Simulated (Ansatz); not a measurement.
Functionals compared on the (100) surface of germanium in its 1x1 cell, relaxed from an ideal cut (the real face may reconstruct), outermost plane spacing 1.44 Å in the ideal cut, in Ansatz (plane waves, PAW). The structure was relaxed with PBE; the other rows are single points on it, each with its references at the same level. Cutoff 420 eV (500 eV for r2SCAN).

Slab: 9 atoms, 11.5 Å thick at the start; k 6x6x1, smearing 0.025 eV, dipole-corrected; all atoms relaxed; symmetry of the start imposed; no spin (no spin-polarised run to compare, though such a face may carry moments), no spin-orbit, no U. The slab shows no gap on its mesh. These notes are the PBE run's.

```csv
functional,surface energy (J/m²),work function of the top face (eV),rough cost of the single point
PBE,1.39,5.03,–
LDA,1.68,5.24,very roughly 40 core-seconds
PBEsol,1.58,5.08,roughly 50 core-seconds
RPBE,1.26,4.96,very roughly 40 core-seconds
r2SCAN,[?],[?],very roughly 90 core-seconds
```

### Question
Fill in the missing entries.

### Answer

- r2SCAN, surface energy (J/m²): 1.67
- r2SCAN, work function of the top face (eV): 5.30

Ansatz is a program for electronic structure.
